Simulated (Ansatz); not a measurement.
Results of PBE0 (Ansatz, a first-principles code, PAW) for Ba₂ZnSe₃ (Pnma, No. 62; cell taken from a computed entry).

Numerical settings: plane-wave cutoff 460 eV, 4×6×2 k mesh (along the axes of the cell as run), Fermi–Dirac smearing 0.01 eV, scalar-relativistic PAW data made under PBE.

Cell (relaxed with PBEsol):

```yaml
crystal:
  lattice:
    - [9.02847, 0.00000, 0.00000]
    - [0.00000, 4.36528, 0.00000]
    - [0.00000, 0.00000, 17.47521]
  atoms:
    - { symbol: Ba, position: [0.74912, 0.25000, 0.04324] }
    - { symbol: Ba, position: [0.25088, 0.75000, 0.95676] }
    - { symbol: Ba, position: [0.75088, 0.75000, 0.54324] }
    - { symbol: Ba, position: [0.24912, 0.25000, 0.45676] }
    - { symbol: Ba, position: [0.91786, 0.25000, 0.78761] }
    - { symbol: Ba, position: [0.08214, 0.75000, 0.21239] }
    - { symbol: Ba, position: [0.58214, 0.75000, 0.28761] }
    - { symbol: Ba, position: [0.41786, 0.25000, 0.71239] }
    - { symbol: Zn, position: [0.86313, 0.25000, 0.36445] }
    - { symbol: Zn, position: [0.13687, 0.75000, 0.63555] }
    - { symbol: Zn, position: [0.63687, 0.75000, 0.86445] }
    - { symbol: Zn, position: [0.36313, 0.25000, 0.13555] }
    - { symbol: Se, position: [0.50543, 0.25000, 0.89878] }
    - { symbol: Se, position: [0.49457, 0.75000, 0.10122] }
    - { symbol: Se, position: [0.99457, 0.75000, 0.39878] }
    - { symbol: Se, position: [0.00543, 0.25000, 0.60122] }
    - { symbol: Se, position: [0.62334, 0.25000, 0.42925] }
    - { symbol: Se, position: [0.37666, 0.75000, 0.57075] }
    - { symbol: Se, position: [0.87666, 0.75000, 0.92925] }
    - { symbol: Se, position: [0.12334, 0.25000, 0.07075] }
    - { symbol: Se, position: [0.81786, 0.25000, 0.22596] }
    - { symbol: Se, position: [0.18214, 0.75000, 0.77404] }
    - { symbol: Se, position: [0.68214, 0.75000, 0.72596] }
    - { symbol: Se, position: [0.31786, 0.25000, 0.27404] }
```

Question: Predict the band gap.

Answer: 
band gap: 3.25 eV (on the SCF k mesh)

Note: cell and atoms aren't relaxed at this level (largest force component 0.04 eV/Å, pressure 2.0 GPa).

Spin–orbit coupling is not included.

Computed values are for the static lattice.

The result took very roughly 4 core-hours.
